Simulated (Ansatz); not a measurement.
The structure below was relaxed with r2SCAN in Ansatz (plane waves to 500 eV, PAW, scalar-relativistic without spin-orbit coupling), earlier PAW set, at pressure 18 GPa.

```xyz
8
Lattice="-2.6478 2.6478 5.2409 2.6478 -2.6478 5.2409 2.6478 2.6478 -5.2409" Properties=species:S:1:pos:R:3 pbc="T T T"
Cu     0.0000     2.6478     2.6205
Cu     0.0000     0.0000     0.0000
Ga     2.6478     0.0000     2.6205
Ga     0.0000     0.0000     5.2409
Se     1.3239     1.2852    -1.3102
Se     1.3239     1.3626     3.9307
Se     1.3626    -1.3239     6.5512
Se     1.2852     3.9717     1.3102
```

Find the space group and the Wyckoff positions.

Space group I-42d (No. 122); a = b = 5.296 Å, c = 10.482 Å, α = β = γ = 90.00°

| atom | site | symmetry | x | y | z |
|---|---|---|---|---|---|
| Cu | 4a | -4.. | 0.0000 | 0.0000 | 0.0000 |
| Ga | 4b | -4.. | 0.0000 | 0.0000 | 0.5000 |
| Se | 8d | .2. | 0.2500 | 0.2573 | 0.3750 |

Load acts through the strain it causes; cell and atoms are relaxed under it. No phonon test of stability was made. No other phases were tried under pressure. All final runs are without spin polarisation. The cell was made from GaCuSe$_{2}$ in the chalcopyrite structure (space group I-42d, No. 122) by this change: pressure 18 GPa.

Ansatz is a first-principles code.
